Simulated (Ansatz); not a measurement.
Consider a 16-atom cell of (Ti,Hf)N started in the rock salt structure, site fractions Ti 0.750, Hf 0.250, short-range order -0.11 among the nearest mixed sites of the first mixed sublattice (0 is random, a negative value favours unlike neighbours), space group Cmmm at the end, an ordered arrangement that its symmetry holds. Its start:

```yaml
crystal:
  lattice:
    - [0.00083, 4.32504, 4.32529]
    - [4.32613, 0.00000, 4.32613]
    - [4.32529, 4.32504, 0.00083]
  atoms:
    - { symbol: Ti, position: [0.00000, 0.00000, 0.00000] }
    - { symbol: Ti, position: [0.00000, 0.00000, 0.50000] }
    - { symbol: Ti, position: [0.00000, 0.50000, 0.00000] }
    - { symbol: Ti, position: [0.00000, 0.50000, 0.50000] }
    - { symbol: Hf, position: [0.50000, 0.00000, 0.00000] }
    - { symbol: Ti, position: [0.50000, 0.00000, 0.50000] }
    - { symbol: Hf, position: [0.50000, 0.50000, 0.00000] }
    - { symbol: Ti, position: [0.50000, 0.50000, 0.50000] }
    - { symbol: N, position: [0.24329, 0.25000, 0.25671] }
    - { symbol: N, position: [0.24646, 0.25354, 0.74646] }
    - { symbol: N, position: [0.24329, 0.75000, 0.25671] }
    - { symbol: N, position: [0.24646, 0.75354, 0.74646] }
    - { symbol: N, position: [0.75354, 0.24646, 0.25354] }
    - { symbol: N, position: [0.75671, 0.25000, 0.74329] }
    - { symbol: N, position: [0.75354, 0.74646, 0.25354] }
    - { symbol: N, position: [0.75671, 0.75000, 0.74329] }
```

All values below come from PBE (plane waves to 420 eV, PAW; Ansatz, a first-principles code). Spin–orbit coupling is left out; the runs are not spin-polarised. Its k-point mesh 5×5×5, Fermi–Dirac width 0.05 eV.

Predict the alloy's volume and bond lengths.


- volume per atom = 10.18 Å³
- N–Ti bonds (within 1.22 times the sum of covalent radii) = 2.157 Å on average, from 2.131 to 2.168 (36)
- Hf–N bonds (within 1.22 times the sum of covalent radii) = 2.201 Å on average, from 2.201 to 2.201 (12)
